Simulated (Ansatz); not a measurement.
Start from MgTe in the wurtzite structure (space group P6_3mc, No. 186).

```yaml
crystal:
  lattice:
    - [4.56087, 0.00000, 0.00000]
    - [-2.28044, 3.94983, 0.00000]
    - [0.00000, 0.00000, 7.41276]
  atoms:
    - { symbol: Mg, position: [0.66667, 0.33333, 0.00099] }
    - { symbol: Mg, position: [0.33333, 0.66667, 0.50099] }
    - { symbol: Te, position: [0.66667, 0.33333, 0.62421] }
    - { symbol: Te, position: [0.33333, 0.66667, 0.12421] }
```

Level of theory: PBEsol in Ansatz (plane waves to 420 eV, PAW, no spin-orbit coupling), earlier PAW set.

Base values:

The valence-band top at Γ is 0.00, -0.02, -0.02 eV.

It is then changed as follows: an isotropic linear strain of −1.04 %; the atoms relax in the strained cell.

Question: What happens to the energy relative to the base?

Answer: The energy grows by 3.7 meV/atom.

Question: Estimate the effect on the mean gap deformation potential ΔEg/Δln V.

Answer: The mean gap deformation potential ΔEg/Δln V is -4.5 eV.

Question: What does the calculation give for the valence-band top at Γ after the change?

Answer: The valence-band top at Γ (three highest levels, from the VBM) remains 0.00, -0.02, -0.02 eV.

With Te present, leaving out spin-orbit coupling can change the band edges. Stability against distortions was not tested.

Ansatz is a program for electronic structure.
